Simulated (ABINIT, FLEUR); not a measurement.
An ABINIT input for a self-consistent single point of Rb₂Te₅ (C2/m, 7 atoms in the cell) (DFT, LDA (PW92), plane waves, PAW (JTH v2.0 LDA PAW)):

```
# Rb2Te5, JTH v2.0 LDA PAW
pp_dirpath "./"
pseudos "Rb.LDA_PW-JTH.xml, Te.LDA_PW-JTH.xml"
acell 3*1.0 Angstrom
rprim
         5.7506300000   -4.5434960000    0.0000000000
         5.7506300000    4.5434960000    0.0000000000
        -2.5811830000   -0.0000000000    5.0736700000
natom 7
ntypat 2
znucl 37 52
typat 1 1 2 2 2 2 2
xred
         0.3183700000    0.3183700000    0.6414000000
         0.6816300000    0.6816300000    0.3586000000
         0.0000000000    0.0000000000    0.0000000000
         0.8546000000    0.3299200000    0.7589600000
         0.1454000000    0.6700800000    0.2410400000
         0.6700800000    0.1454000000    0.2410400000
         0.3299200000    0.8546000000    0.7589600000
ecut 20
pawecutdg 40
pawxcdev 0
ixc 7
occopt 3
tsmear 0.05 eV
nband 31
kptopt 1
ngkpt 2 2 3
nshiftk 1
shiftk 0 0 0
nstep 80
tolvrs 1.0e-11
prtwf 0
prtden 0
prtvol 1
enunit 1
```

### Question
Translate this input to FLEUR.

### Answer
This is the input that was run; spellings and numerical settings could be chosen otherwise.

Input of the input generator:

```
Rb2Te5 FLAPW
&input film=f /
10.8671157441 -8.5859630883 0.0000000000
10.8671157441 8.5859630883 0.0000000000
-4.8777289475 -0.0000000000 9.5878467467
1.0
1.0 1.0 1.0

7
37 0.3183700000 0.3183700000 0.6414000000
37 0.6816300000 0.6816300000 0.3586000000
52 0.0000000000 0.0000000000 0.0000000000
52 0.8546000000 0.3299200000 0.7589600000
52 0.1454000000 0.6700800000 0.2410400000
52 0.6700800000 0.1454000000 0.2410400000
52 0.3299200000 0.8546000000 0.7589600000

&comp jspins=1 /
&exco xctyp='pz' /
&kpt div1=2 div2=2 div3=3 gamma=t /
&end /
```

```xml
<?xml version="1.0" encoding="UTF-8" standalone="no"?>
<fleurInput fleurInputVersion="0.39">
   <comment>
      Rb2Te5 FLAPW                                                                                        
   </comment>
   <calculationSetup>
      <cutoffs Kmax="4.1" Gmax="14.3" GmaxXC="14.3" numbands="0"/>
      <scfLoop itmax="80" minDistance="0.00001" maxIterBroyd="25" imix="Anderson" alpha="0.05" precondParam="0.0" spinf="2.0"/>
      <coreElectrons ctail="T" frcor="F" kcrel="0" coretail_lmax="0"/>
      <xcFunctional name="pz" relativisticCorrections="F"/>
      <magnetism jspins="1"/>
      <soc l_soc="F" theta="0.0" phi="0.0" spav="F"/>
      <expertModes spex="0" secvar="F"/>
      <geometryOptimization l_f="T" forcealpha="1.0" forcemix="BFGS" epsdisp="0.00001" epsforce="0.00001"/>
      <ldaU l_linMix="F" mixParam="0.05" spinf="1.0"/>
   </calculationSetup>
   <cell>
      <bzIntegration valenceElectrons="98.0" mode="hist" fermiSmearingEnergy="0.00183747">
         <kPointListSelection listName="default-1"/>
         <!-- k-points included here -->
         <xi:include xmlns:xi="http://www.w3.org/2001/XInclude" href="kpts.xml"> </xi:include>
      </bzIntegration>
      <!-- symmetry operations included here -->
      <xi:include xmlns:xi="http://www.w3.org/2001/XInclude" href="sym.xml"> </xi:include>
      <bulkLattice scale="1.0">
         <bravaisMatrix>
            <row-1>   10.8671157440999995    -8.5859630882999998     0.0000000000000000</row-1>
            <row-2>   10.8671157440999995     8.5859630882999998     0.0000000000000000</row-2>
            <row-3>   -4.8777289474999996     0.0000000000000000     9.5878467467000004</row-3>
         </bravaisMatrix>
      </bulkLattice>
   </cell>
   <atomSpecies>
      <species name="Rubidium (Rb)" element="Rb" atomicNumber="37">
         <mtSphere radius="2.68" gridPoints="925" logIncrement="0.014"/>
         <atomicCutoffs lmax="10" lnonsphr="8"/>
         <electronConfig flipSpins="F">
            <coreConfig>(1s1/2) (2s1/2) (2p1/2) (2p3/2) (3s1/2) (3p1/2) (3p3/2) (3d3/2) (3d5/2)</coreConfig>
            <valenceConfig>(4s1/2) (4p1/2) (4p3/2) (5s1/2)</valenceConfig>
            <stateOccupation state="(5s1/2)" spinUp="0.5" spinDown="0.5"/>
         </electronConfig>
         <energyParameters s="5" p="5" d="4" f="4"/>
         <lo type="SCLO" l="0" n="4" eDeriv="0"/>
         <lo type="SCLO" l="1" n="4" eDeriv="0"/>
      </species>
      <species name="Tellurium (Te)" element="Te" atomicNumber="52">
         <mtSphere radius="2.47" gridPoints="853" logIncrement="0.015"/>
         <atomicCutoffs lmax="10" lnonsphr="8"/>
         <electronConfig flipSpins="F">
            <coreConfig>(1s1/2) (2s1/2) (2p1/2) (2p3/2) (3s1/2) (3p1/2) (3p3/2) (4s1/2) (3d3/2) (3d5/2) (4p1/2) (4p3/2)</coreConfig>
            <valenceConfig>(5s1/2) (4d3/2) (4d5/2) (5p1/2) (5p3/2)</valenceConfig>
            <stateOccupation state="(5p1/2)" spinUp="0.6666666666667" spinDown="0.6666666666667"/>
            <stateOccupation state="(5p3/2)" spinUp="1.3333333333333" spinDown="1.3333333333333"/>
         </electronConfig>
         <energyParameters s="5" p="5" d="5" f="4"/>
         <lo type="SCLO" l="2" n="4" eDeriv="0"/>
      </species>
   </atomSpecies>
   <atomGroups>
      <atomGroup species="Rubidium (Rb)">
         <relPos label="                   1">.3183700000 .3183700000 -.3586000000</relPos>
         <relPos label="                   2">-.3183700000 -.3183700000 .3586000000</relPos>
         <force calculate="T" relaxXYZ="TTT"/>
      </atomGroup>
      <atomGroup species="Tellurium (Te)">
         <relPos label="                   3">.0000000000 .0000000000 .0000000000</relPos>
         <force calculate="T" relaxXYZ="TTT"/>
      </atomGroup>
      <atomGroup species="Tellurium (Te)">
         <relPos label="                   4">-.1454000000 .3299200000 -.2410400000</relPos>
         <relPos label="                   5">.1454000000 -.3299200000 .2410400000</relPos>
         <relPos label="                   6">-.3299200000 .1454000000 .2410400000</relPos>
         <relPos label="                   7">.3299200000 -.1454000000 -.2410400000</relPos>
         <force calculate="T" relaxXYZ="TTT"/>
      </atomGroup>
   </atomGroups>
   <output dos="F" band="F" slice="F">
      <checks vchk="F" cdinf="F"/>
      <bandDOS minEnergy="-.5*Htr" maxEnergy="0.5*Htr" sigma="0.015" storeEVData="T"/>
      <vacuumDOS vacdos="F" integ="F" star="F" nstars="0" locx1="0.0" locy1="0.0" locx2="0.0" locy2="0.0" nstm="0" tworkf="0.0"/>
      <unfoldingBand unfoldBand="F" supercellX="1" supercellY="1" supercellZ="1"/>
      <plotting iplot="0" polar="F">
         <plot TwoD="T" vec1="  1.0  0.0  0.0" vec2="  0.0  1.0  0.0" vec3="  0.0  0.0  1.0" zero="  0.0  0.0  0.0" file="plot"/>
      </plotting>
      <chargeDensitySlicing numkpt="0" minEigenval="0.0" maxEigenval="0.0" nnne="0" pallst="F"/>
      <specialOutput eonly="F"/>
      <magneticCircularDichroism mcd="F" energyLo="-10.0" energyUp="0.0"/>
   </output>
  <!-- We include the file relax.xml here to enable relaxations (see documentation) -->
  <xi:include xmlns:xi="http://www.w3.org/2001/XInclude" href="relax.xml"> <xi:fallback/> </xi:include>
</fleurInput>
```

Basis settings and potentials, where a program has them, do not carry over. This input uses DFT, LDA (Perdew-Zunger), all-electron FLAPW (FLEUR), scalar-relativistic valence. LDA parametrisations can differ slightly between programs.

The starting cell comes from a database of computed structures (which also holds hypothetical and non-ambient phases and stackings), without a prior relaxation at this level. For this run, on top of that: lattice scaled by 0.98.
